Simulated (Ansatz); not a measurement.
Data:

```
AlN
1.0
    0.00000     2.17792     2.17792
    2.17792     0.00000     2.17792
    2.17792     2.17792     0.00000
Al N
1 1
Cartesian
  0.00000   0.00000   0.00000
  1.08896   1.08896   1.08896
```

No spin polarisation.

The values are results of PBEsol (Ansatz, a quantum-chemistry and plane-wave program, PAW, no spin-orbit coupling), not measurements. Settings: 13×13×13 k-points, 0.05 eV Fermi–Dirac smearing.

### Question
What is the computed space group?

### Answer
F-43m (No. 216).

### Question
What is the computed pressure?

### Answer
3.09 GPa.

The cells carry an imposed strain or load. Stability against distortions was not tested. The cell was made from AlN in the zinc blende structure (space group F-43m, No. 216) by this change: isotropic strain −0.50 %. This is not the structure that AlN has at room temperature and ambient pressure.
